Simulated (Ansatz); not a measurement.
## Ti, pressure series

The reference is Ti in the hcp (Mg type) structure (space group P6_3/mmc, No. 194; a = 2.936 Å, c = 4.636 Å).

Cell and atoms are relaxed at each pressure.

The values are results of Ansatz (a program for electronic structure) r2SCAN, scalar-relativistic without spin-orbit coupling, not measurements.

```json
[
 {"P (GPa)": "-2.00", "V (Å³/atom)": "17.612"},
 {"P (GPa)": "-1.00", "V (Å³/atom)": "17.455"},
 {"P (GPa)": "0.90", "V (Å³/atom)": "17.175"},
 {"P (GPa)": "2.10", "V (Å³/atom)": "17.007"},
 {"P (GPa)": "4.49", "V (Å³/atom)": "16.692"},
 {"P (GPa)": "9.00", "V (Å³/atom)": "16.163"},
 {"P (GPa)": "15.00", "V (Å³/atom)": "15.556"},
 {"P (GPa)": "22.48", "V (Å³/atom)": "14.913"},
 {"P (GPa)": "30.00", "V (Å³/atom)": "14.358"}
]
```

Task: Fit a third-order Birch–Murnaghan equation of state.

Result: Least squares on P(V) = (3B₀/2)[(V₀/V)^(7/3) − (V₀/V)^(5/3)]·[1 + (3/4)(B₀′ − 4)((V₀/V)^(2/3) − 1)] gives V₀ = 17.30 Å³/atom, B₀ = 118 GPa and B₀′ = 3.4.

Load acts through the strain it causes; cell and atoms are relaxed under it. Whether these cells are dynamically stable was not tested. No other phases were tried under pressure. The final runs are not spin-polarised.
